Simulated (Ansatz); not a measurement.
Antifluorite Be2C was calculated with PBE (Ansatz, an electronic-structure program, plane waves, PAW).

Run with plane-wave cutoff 520 eV, 14×14×14 k mesh, scalar-relativistic PAW data made under PBE.

The cell has the measured lattice: a = b = c = 4.340 Å, α = β = γ = 90.00°.

Task: What does this level give for the elastic constant C44, Voigt–Reuss–Hill bulk modulus, Poisson ratio, elastic constant C11 and elastic constant C12?

Result: 
* **elastic constant C44**: 198 GPa
* **Voigt–Reuss–Hill bulk modulus**: 196 GPa
* **Poisson ratio**: 0.084
* **elastic constant C11**: 562 GPa
* **elastic constant C12**: 13.3 GPa

Note: the cell isn't this level's own, so it is under some stress, which shifts stiffness and frequencies.

Elastic constants are with the ions relaxed.

The computed numbers hold no vibrational or temperature effects.

The result took about 50 core-seconds (a rough figure).
